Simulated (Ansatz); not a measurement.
The decay constant κ of evanescent states in the gap governs leakage through a thin film.

Here is the system:

```
Ga2O3
1.0
    3.04757     0.00000     0.00000
    0.00000     5.81741     0.00000
    1.52378    -1.46094     5.96390
Ga O
4 6
Direct
  0.65884   0.68527   0.68232
  0.34116   0.31473   0.31768
  0.09047   0.20521   0.81906
  0.90953   0.79479   0.18094
  0.49647   0.74334   0.00706
  0.50353   0.25666   0.99294
  0.17337   0.43677   0.65326
  0.82663   0.56323   0.34674
  0.83550   0.10915   0.32900
  0.16450   0.89085   0.67100
```

The cell is taken as given; by r2SCAN it stands under a pressure of -1.5 GPa.

Transport runs along the normal of the first two printed cell vectors.

The gap is the functional's own. No spin-orbit coupling. Mid-gap values are those at the computed energy nearest the middle.

Question: Estimate the band gap and the smallest decay constant κ at mid-gap that Ansatz (a program for electronic structure) with r2SCAN returns for this system.

Answer: Gap 2.95 eV on a 10×6×10 mesh; κ = 0.244 1/Å, at the zone centre.
